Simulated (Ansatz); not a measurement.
Base system: Ta in the bcc (W type) structure (space group Im-3m, No. 229; a = 3.3061 Å; relaxed with 0.1 eV smearing). Axes: x, y, z lie along the cube axes.

Computed with r2SCAN/PAW in Ansatz (a program for electronic structure), no spin-orbit coupling.

Before the change:

* **Pressure**: 0.0 GPa

It is then changed as follows: biaxial strain −2.08 %, plane normal [111], relaxed out of plane (Cartesian); in-plane vectors clamped, the third vector and the atoms free.

How does this affect the energy relative to the base, pressure and ratio −ε⊥/ε∥?

The energy goes up by 15 meV/atom; the pressure (mean of the normal stresses, compression positive) goes from zero to 4.5 GPa; the ratio −ε⊥/ε∥ amounts to 1.03.

No phonon test of stability was made. All final runs are without spin polarisation.
